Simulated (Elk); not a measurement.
A self-consistent single point of TlBr (Pm-3m, 2 atoms in the cell) with Elk.

Method: PBE, spin-orbit coupling in second variation, all-electron FP-LAPW, Elk's shipped species files, APW+lo basis with extra local orbitals run with Elk 10.2.4.

```
CELL_PARAMETERS angstrom
      3.99000     0.00000     0.00000
      0.00000     3.99000     0.00000
      0.00000     0.00000     3.99000
ATOMIC_POSITIONS crystal
  Tl 0.00000 0.00000 0.00000
  Br 0.50000 0.50000 0.50000
```

Reference input (self-consistent single point, DFT, PBE, all-electron FP-LAPW, Elk's shipped species files, APW+lo basis with extra local orbitals): xctype = 20; rgkmax = 7.5; swidth = 0.000734986 Ha; ngridk = 8 8 8; gmaxvr = 14 1/bohr; nxlo = 2; lorbcnd = true; lmaxi = 3; maxscl = 100. This run's input differs from it in these lines:

```diff
@@ -5,2 +5,5 @@
   20
+
+spinorb
+  .true.
 
@@ -20,2 +23,5 @@
   3
+
+nempty
+  10
```

The program printed (abridged):

```
│ Self-consistent loop started │
│ Loop number : 1 │
 total energy                :     -22901.2311827
 total moment                :  -0.1693591518E-21 -0.6854546009E-22 -0.9792215189E-22
│ Loop number : 2 │
 total energy                :     -22901.2914054
 total moment                :   0.1866529887E-21  0.4060023809E-23 -0.2014597959E-21
RMS change in Kohn-Sham potential (target) :   0.1338478690     (  0.1000000000E-05)
Absolute change in total energy (target)   :   0.6022269916E-01 (  0.1000000000E-03)
│ Loop number : 3 │
 total energy                :     -22900.9944808
   [... lines left out ...]
 total energy                :     -22895.5274816
 total moment                :  -0.1933981791E-22 -0.2760472726E-22  0.4297165143E-22
RMS change in Kohn-Sham potential (target) :   0.6382266651E-06 (  0.1000000000E-05)
Absolute change in total energy (target)   :   0.1801834369E-03 (  0.1000000000E-03)
│ Loop number : 14 │
 total energy                :     -22895.5274843
 total moment                :   0.1493680478E-21 -0.1250601130E-22 -0.1320961553E-21
RMS change in Kohn-Sham potential (target) :   0.1049863182E-06 (  0.1000000000E-05)
Absolute change in total energy (target)   :   0.4229889964E-04 (  0.1000000000E-03)
Convergence targets achieved

│ Loop number : 15 │

Energies :
 Fermi                       :     0.100664831791
 xc effective B-field        :    -0.393503490744E-08
 external B-field            :      0.00000000000
 total energy                :     -22895.5274963
 (external B-field energy excluded from total)

Density of states at Fermi energy :   0.1360675662E-06
 (states/Hartree/unit cell)

Estimated indirect band gap :   0.5529023224E-01
 from k-point      5 to k-point     35
Estimated direct band gap   :   0.6564881609E-01
 at k-point      5

Charges :
 core                        :    80.00000000
 valence                     :    36.00000000
 interstitial                :    3.162241830
 muffin-tins (core leakage)
  species :    1 (Tl)
   atom    1                 :    79.38723545     (  0.3699996868E-04)
   [... lines left out ...]
 muffin-tins
  species :    1 (Tl)
   atom    1                 :   0.1945952521E-23  0.3465777241E-22 -0.1054007775E-21
  species :    2 (Br)
   atom    1                 :  -0.5750587257E-23  0.6663308597E-23  0.1431995402E-22
 total in muffin-tins        :  -0.3804634736E-23  0.4132108100E-22 -0.9108082346E-22
 total moment                :  -0.1278482526E-22  0.3970636027E-22 -0.9423767060E-22

│ Self-consistent loop stopped │
```

The run converged in 15 iterations. The count includes the last loop, which Elk runs after its targets are met. Against the reference run the gap on the mesh goes from 1.867 to 1.505 eV.

The starting cell has typed, rounded lattice constants, without a prior relaxation at this level. Values depend on the basis (sphere radii, cutoffs, local orbitals), which need not be converged.

These are the values that this program gave, and no reference: the basis lacks p1/2 orbitals, which heavy p elements need under spin-orbit coupling.
